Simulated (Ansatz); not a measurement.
The starting structures come from a database of crystals and need not be the phases stable at ambient conditions.

The decay constant κ of evanescent states in the gap governs leakage through a thin film.

Data:

```
Ca5P8
1.0
    6.88201     0.00000     0.00000
    1.17283     7.40360     0.00000
    3.40833    -1.63014     5.75222
Ca P
5 8
Direct
  0.50000   0.50000   0.50000
  0.17538   0.50000   0.17538
  0.82462   0.50000   0.82462
  0.66536   0.00000   0.66536
  0.33464   0.00000   0.33464
  0.77933   0.75791   0.22067
  0.22067   0.24209   0.77933
  0.38280   0.76034   0.92116
  0.61720   0.23966   0.07884
  0.92116   0.23966   0.38280
  0.07884   0.76034   0.61720
  0.05224   0.83699   0.94776
  0.94776   0.16301   0.05224
```

Space group of this cell: C2/m. The cell is taken as given.

Transport runs along the normal of the first two printed cell vectors.

The gap is the functional's own. No spin-orbit coupling. Mid-gap values are interpolated on the energy grid.

### Question
Estimate the band gap and the smallest decay constant κ at mid-gap that r2SCAN run with Ansatz (a program for electronic structure) returns for this system.

### Answer
Gap 1.43 eV on a 6×4×6 mesh; κ = 0.182 1/Å, at (0.000, 0.500) of the in-plane reciprocal vectors. At the zone centre, at the nearest computed energy, the slowest state has κ = 0.18 1/Å.
